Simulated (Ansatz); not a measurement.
Ti: response to strain

Take Ti in the hcp (Mg type) structure (space group P6_3/mmc, No. 194; a = 2.9398 Å, c = 4.6540 Å; relaxed with 0.1 eV smearing) as the base.

Strains are applied to the cell and any free atomic positions relax.

Computed with Kohn–Sham DFT with the PBE functional, run in Ansatz (a first-principles code) with PAW and 420 eV plane waves, scalar-relativistic without spin-orbit coupling.

Notes on the quantities. pressure: mean of the normal stresses, compression positive.

```
isotropic strain (%)  pressure (GPa)
--------------------  --------------
-3                              11.9
-2.5                             9.6
-2                               7.5
-0.5                             1.7
0                                0.0
1                                  ?
2                               -5.9
2.5                             -7.2
3                               -8.4
```

### Question
Fit P = P₀ − Bδ + Cδ² with δ = (1 + ε)³ − 1 to the rows shown and predict the withheld row.

### Answer
Least squares on the printed values gives P₀ = 0.0 GPa, B = 113 GPa (at held cell shape), C = 255 GPa (largest residual 0.1 GPa); this predicts -3.2 GPa, and the run gives -3.1 GPa, in agreement.

Whether these cells are dynamically stable was not tested. All final runs are without spin polarisation.
